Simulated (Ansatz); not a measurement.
Electronic density of states of amorphous B10Te40, density 6.07 g/cm³, on a 2×2×2 Γ-centred mesh with a Gaussian width of 0.1 eV; energies count from the Fermi level. Cell and mesh are small, so fine structure isn't converged. The numbers are results of PBE-D3(BJ), scalar-relativistic without spin-orbit coupling, PAW (Ansatz default set, large-core Te) (plane waves to 420 eV; Ansatz, a quantum-chemistry and plane-wave program), not measurements. Sampling: a 2×2×2 Γ-centred mesh; Fermi-Dirac width 0.05 eV; no spin polarisation. The levels at the Fermi energy are partly filled. A closed spacing in one fast-quenched cell at PBE doesn't show the material to be a metal.

It comes from a melt-quench run on a machine-learned potential (CHGNet), relaxed afterwards by DFT. The hot cell started wider than the set density and was brought back towards it in steps. It is the lowest in DFT energy of 2 quenches. It is a model cell: composition and starting density were chosen by hand, and all elements were melted together. The geometry includes D3(BJ) dispersion. Its density started from a set value of 5.81 and ended at 6.07 g/cm³. Cooling (nominally 190 K/ps over its main leg) ran many orders faster than in experiment, which tends to leave more defects and strain. Values belong to this one cell and scatter from quench to quench. The volume was free in the relaxation, at fixed shape. Stress components on the final sampling reach 0.8 GPa. On a 2×2×2 Γ-centred mesh force components of up to 0.33 eV/Å stay, since the relaxation ran on one k-point at (1/4, 1/4, 1/4).

(E - EF (eV), states/(eV atom)): (-12.00, 0.54); (-11.90, 0.51); (-11.80, 0.41); (-11.70, 0.39); (-11.60, 0.43); (-11.50, 0.51); (-11.40, 0.53); (-11.30, 0.47); (-11.20, 0.46); (-11.10, 0.39); (-11.00, 0.30); (-10.90, 0.26); (-10.80, 0.38); (-10.70, 0.47); (-10.60, 0.42); (-10.50, 0.32); (-10.40, 0.38); (-10.30, 0.43); (-10.20, 0.40); (-10.10, 0.43); (-10.00, 0.42); (-9.90, 0.39); (-9.80, 0.33); (-9.70, 0.29); (-9.60, 0.29); (-9.50, 0.30); (-9.40, 0.26); (-9.30, 0.11); (-9.20, 0.01); (-9.10, 0.00); (-9.00, 0.00); (-8.90, 0.00); (-8.80, 0.00); (-8.70, 0.00); (-8.60, 0.00); (-8.50, 0.01); (-8.40, 0.09); (-8.30, 0.20); (-8.20, 0.09); (-8.10, 0.01); (-8.00, 0.00); (-7.90, 0.00); (-7.80, 0.00); (-7.70, 0.00); (-7.60, 0.03); (-7.50, 0.16); (-7.40, 0.17); (-7.30, 0.04); (-7.20, 0.00); (-7.10, 0.00); (-7.00, 0.02); (-6.90, 0.14); (-6.80, 0.31); (-6.70, 0.40); (-6.60, 0.28); (-6.50, 0.10); (-6.40, 0.15); (-6.30, 0.22); (-6.20, 0.21); (-6.10, 0.14); (-6.00, 0.03); (-5.90, 0.02); (-5.80, 0.11); (-5.70, 0.24); (-5.60, 0.35); (-5.50, 0.43); (-5.40, 0.53); (-5.30, 0.61); (-5.20, 0.51); (-5.10, 0.41); (-5.00, 0.48); (-4.90, 0.55); (-4.80, 0.63); (-4.70, 0.60); (-4.60, 0.58); (-4.50, 0.65); (-4.40, 0.57); (-4.30, 0.55); (-4.20, 0.55); (-4.10, 0.57); (-4.00, 0.66); (-3.90, 0.71); (-3.80, 0.64); (-3.70, 0.61); (-3.60, 0.63); (-3.50, 0.64); (-3.40, 0.66); (-3.30, 0.73); (-3.20, 0.70); (-3.10, 0.61); (-3.00, 0.62); (-2.90, 0.64); (-2.80, 0.66); (-2.70, 0.64); (-2.60, 0.62); (-2.50, 0.66); (-2.40, 0.64); (-2.30, 0.59); (-2.20, 0.61); (-2.10, 0.65); (-2.00, 0.71); (-1.90, 0.68); (-1.80, 0.70); (-1.70, 0.73); (-1.60, 0.69); (-1.50, 0.66); (-1.40, 0.68); (-1.30, 0.69); (-1.20, 0.61); (-1.10, 0.63); (-1.00, 0.70); (-0.90, 0.71); (-0.80, 0.66); (-0.70, 0.63); (-0.60, 0.59); (-0.50, 0.61); (-0.40, 0.61); (-0.30, 0.51); (-0.20, 0.43); (-0.10, 0.47); (0.00, 0.45); (0.10, 0.39); (0.20, 0.32); (0.30, 0.32); (0.40, 0.34); (0.50, 0.41); (0.60, 0.46); (0.70, 0.40); (0.80, 0.44); (0.90, 0.52); (1.00, 0.51); (1.10, 0.52); (1.20, 0.54); (1.30, 0.55); (1.40, 0.58); (1.50, 0.54); (1.60, 0.53); (1.70, 0.52); (1.80, 0.51)
